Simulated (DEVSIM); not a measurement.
Structure: Ni/Si3N4/SiO2/p-Si capacitor, at 400 K.

| layer (left to right) | material | thickness (nm) | Na (cm⁻³) |
|---|---|---|---|
| 1 | Si3N4 | 11.0 | - |
| 2 | SiO2 | 1.20 | - |
| 3 | Si | 4400 | 1.7e16 |

Metal gate on the left, work function 5.1 eV. Fixed charge at the semiconductor interface -2.2e10 cm⁻² (in units of +e); no interface traps.

This is a model device: material constants are rounded textbook-type values typed into the input, and sizes, dopings and lifetimes were drawn at random. Values at 300 K; Nc and Nv go as T^1.5, mobilities as T to minus their exponent, the gap by Varshni's rule with the affinity fixed.

```tsv
parameter	Si3N4	SiO2	Si
gap (eV)	5.1	9	1.124
affinity (eV)	2.1	0.9	4.05
permittivity	7.5	3.9	11.7
Nc (cm⁻³)	-	-	2.86e19
Nv (cm⁻³)	-	-	3.1e19
Varshni α (eV/K)	-	-	0.000473
Varshni β (K)	-	-	636
```

Simulated with DEVSIM: 1D Poisson equation in equilibrium, Boltzmann statistics, complete ionisation; no quantum confinement or tunnelling. Metal contacts follow the ideal Schottky-Mott rule: no Fermi-level pinning, no interface dipoles.

The Si3N4 thickness was swept, all else fixed.

```csv
Si3N4 thickness (μm),minimum of the low-frequency capacitance (μF/cm²),capacitance of the dielectric stack (μF/cm²),threshold voltage (band bending 2φF) (V)
0.0044,0.0580,0.990,0.84
0.006,0.0577,0.799,0.85
0.0077,0.0574,0.664,0.87
0.0093,0.0567,0.572,0.88
0.011,[?],0.499,[?]
0.013,0.0537,0.434,0.92
```

Question: Complete the blanks.

Answer: 
- 0.011, minimum of the low-frequency capacitance (μF/cm²): 0.0550
- 0.011, threshold voltage (band bending 2φF) (V): 0.90
